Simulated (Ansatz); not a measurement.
Input:

End structure of C on the 1x1 (111) surface of fcc Cu, one in a 2x2 cell, started at the site 'hollow Cu-Cu-Cu over Cu at depth 2.1 Å':

```yaml
crystal:
  lattice:
    - [5.13360, 0.00000, 0.00000]
    - [-2.56680, 4.44582, 0.00000]
    - [0.00000, 0.00000, 25.50000]
  atoms:
    - { symbol: Cu, position: [0.16667, 0.33333, 0.37817] }
    - { symbol: Cu, position: [0.16667, 0.83333, 0.37817] }
    - { symbol: Cu, position: [0.66667, 0.33333, 0.37817] }
    - { symbol: Cu, position: [0.66667, 0.83333, 0.37817] }
    - { symbol: Cu, position: [0.33333, 0.16667, 0.45940] }
    - { symbol: Cu, position: [0.33333, 0.66667, 0.45940] }
    - { symbol: Cu, position: [0.83333, 0.16667, 0.45940] }
    - { symbol: Cu, position: [0.83333, 0.66667, 0.45940] }
    - { symbol: Cu, position: [0.00000, 0.00000, 0.53977] }
    - { symbol: Cu, position: [0.00076, 0.50038, 0.54137] }
    - { symbol: Cu, position: [0.49962, 0.99924, 0.54137] }
    - { symbol: Cu, position: [0.49962, 0.50038, 0.54137] }
    - { symbol: Cu, position: [0.17228, 0.34457, 0.62382] }
    - { symbol: Cu, position: [0.17228, 0.82772, 0.62382] }
    - { symbol: Cu, position: [0.66667, 0.33333, 0.62422] }
    - { symbol: Cu, position: [0.65543, 0.82772, 0.62382] }
    - { symbol: C, position: [0.00000, 0.00000, 0.66375] }
```

Model: 17-atom slab, 6.2 Å thick at the start under the adsorbate (thin: gaps and levels are the slab's own), 6x6x1 mesh, Fermi-Dirac 0.1 eV, dipole correction, 8 atoms held, the rest relaxed; held to the start's symmetry, so lower structures may exist; spin-polarised, no spin-orbit, no U, no dispersion correction. The starting moment vanished. At the end it is bonded to 3 Cu. In PBE this state lies 0.06 eV over the lowest of the starts that converged ('hollow Cu-Cu-Cu over Cu at depth 4.1 Å').

A negative adsorption energy means that the adsorbate is more stable on the surface than in its reference.

### Question
What adsorption energy against an atom of graphite does PBE run with Ansatz (a quantum-chemistry and plane-wave program) give?

### Answer
3.05 eV

### Question
Estimate the change of the work function that PBE returns for this input.

### Answer
0.83 eV

### Question
Give the change of the step from the bottom to the top vacuum level, against the clean slab at the level PBE.

### Answer
0.79 eV

### Question
Estimate the work function of the top face that PBE returns for this input.

### Answer
5.60 eV
